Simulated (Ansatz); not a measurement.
The parent structure is Ir in the fcc (Cu type) structure (space group Fm-3m, No. 225; a = 3.812 Å; relaxed with 0.1 eV smearing).

Calculations: LDA in Ansatz (plane waves to 420 eV, PAW, scalar-relativistic without spin-orbit coupling).

Strains are applied to the cell and any free atomic positions relax.

One change was made to it. Results:

```json
[
 {"quantity": "energy relative to the base (free energy F)", "base": "0 meV/atom", "after": "+3.9 meV/atom"},
 {"quantity": "pressure", "base": "0.0 GPa", "after": "-5.8 GPa"}
]
```

Question: What was done to the base?
A. isotropic strain +0.50 %
B. isotropic strain +2.00 %
C. isotropic strain −2.50 %

Answer: A, isotropic strain +0.50 %. For comparison, the energy relative to the base in the other runs: isotropic strain +2.00 % gives +58 meV/atom; isotropic strain −2.50 % gives +109 meV/atom.

Whether these cells are dynamically stable was not tested. The final runs are not spin-polarised.

Ansatz is a program for electronic structure.
